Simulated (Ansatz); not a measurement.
Functionals compared on OH on the 1x1 (10-10) surface of wurtzite GaN (cut with top plane Ga + N), one in a 2x1 cell, started at the site 'top Ga', in Ansatz (plane waves, PAW). The structure was relaxed with PBE; the other rows are single points on it, each with its references at the same level. Cutoff 420 eV (500 eV for r2SCAN). The points keep PBE's geometry, so the relaxation of a polaron and the settling of charge on one site are left out.

Host crystal: wurtzite GaN, with a band gap (PBE, scalar-relativistic without spin-orbit coupling).

Slab: 34 atoms, 9.3 Å thick at the start under the adsorbate (thin: gaps and levels are the slab's own); k 3x4x1, smearing 0.01 eV, dipole-corrected; 16 atoms held, the rest relaxed; no symmetry held; spin-polarised, ending with about 1.0 μB a cell; orders that need a larger cell were not tried, no spin-orbit, no U, no dispersion correction. At the end it is bonded to Ga. In PBE it is, or lies within 0.03 eV of, the lowest of the starts that converged. These notes are the PBE run's. r2SCAN: The program's check for a lower electronic state was not made. Adsorption energies are against H2O(g) − ½ H2(g). A negative adsorption energy means that the adsorbate is more stable on the surface than in its reference.

```csv
functional,adsorption energy (eV),magnetic moment of the cell (μB),rough cost of the single point
PBE,0.44,1.00,–
RPBE,0.47,1.00,about 12 core-minutes (a rough figure)
r2SCAN,…,1.00,about 18 core-minutes (a rough figure)
```

Q: Complete the blanks.

A: 
- r2SCAN, adsorption energy (eV): 0.10

Ansatz is an electronic-structure program.
